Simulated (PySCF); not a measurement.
PySCF 2.14.0, TPSSH/def2-svpd, df: Ga(Me)2(NH2) ([CH3][Ga]([CH3])[NH2]), 12 atoms. The geometry is a generated start, not checked to be a minimum at this level.

```json
{
  "task": "energy",
  "method": "tpssh",
  "basis": "def2-svpd",
  "two_electron_scheme": "density fitting",
  "mol.max_memory": "3000 MB",
  "mf.max_cycle": "100",
  "mf.conv_tol": "1e-09 (default)",
  "mf.grids.level": "3 (default)",
  "basis_functions": "162",
  "grid_points": "141512"
}
```

```xyz
12

Ga     0.0965    -0.0305     0.0778
C     -1.4036    -1.3956    -0.0752
H     -1.0297    -2.3384    -0.4820
H     -2.2028    -1.0363    -0.7270
H     -1.8288    -1.6039     0.9091
C      0.2433     1.7632    -0.8691
H      0.8890     1.6843    -1.7469
H      0.6722     2.5164    -0.2041
H     -0.7362     2.1127    -1.2050
N      1.4478    -0.4472     1.2355
H      2.2789     0.1123     1.3832
H      1.5735    -1.3373     1.7037
```

With the defaults (mf.DIIS = CDIIS, mf.diis = true, newton = off, mf.diis_space = 8, mf.init_guess = minao, mf.damp = 0, mf.diis_start_cycle = 1) it converges in 12 Fock builds. One run each on 2 threads, 1 BLAS thread, with these changes:
- mf.diis_space = 12
- mf.diis_space = 20
- mf.DIIS = ADIIS
- mf.diis = false
- mf.DIIS = EDIIS
- mf.diis = false, mf.damp = 0.7, mf.diis_start_cycle = 999
- mf.init_guess = atom
- mf.damp = 0.7, mf.diis_start_cycle = 8
- newton = Hessian by the SCF's own integrals

Problem. Name the settings that don't reach the solution of the defaults.

Solution. No convergence: mf.DIIS = EDIIS; mf.diis = false (the run ends without SCF convergence in 100 cycles). The rest reach the solution of the defaults.

```csv
setting,Fock builds,end
the defaults,12,same solution
mf.diis_space = 12,12,same solution
mf.diis_space = 20,12,same solution
mf.init_guess = atom,13,same solution
"mf.damp = 0.7, mf.diis_start_cycle = 8",15,same solution
mf.DIIS = ADIIS,19,same solution
"mf.diis = false, mf.damp = 0.7, mf.diis_start_cycle = 999",27,same solution
newton = Hessian by the SCF's own integrals,28,same solution
mf.DIIS = EDIIS,101,no convergence
mf.diis = false,101,no convergence
```

Under newton the count holds the products with the orbital Hessian.
